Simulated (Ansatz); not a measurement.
For Ta₂N (model structure, started from the Fe2P type, P-62m, No. 189, 9 atoms in the cell), PBEsol in Ansatz (plane waves, PAW) gives:

```
Item                  Result
-------------------  -------
lattice parameter a  6.610 Å
c axis length        3.062 Å
```

**Question.** What does PBE-D3(BJ) (Ansatz, a quantum-chemistry and plane-wave program, PAW) give for the same quantities?

**Answer.** 
- lattice constant a: 6.628 Å (rises by 0.3 %)
- lattice parameter c: 3.067 Å (goes up by 0.2 %)

Changes are worked out from the printed values.

Unless a cell is named, each level is at its own relaxed cell (PBEsol 12.87, PBE-D3(BJ) 12.97 Å³/atom).

Levels without +SOC leave out spin–orbit coupling, which shifts energies and cells of such heavy elements.

Ansatz's density-functional and Hartree–Fock values are scalar-relativistic unless marked +SOC, with PAW data made under PBE.

A model structure was made by putting elements into a prototype or built by hand; it is no filed structure, need not be a known phase, and can be a saddle point held by its symmetry.
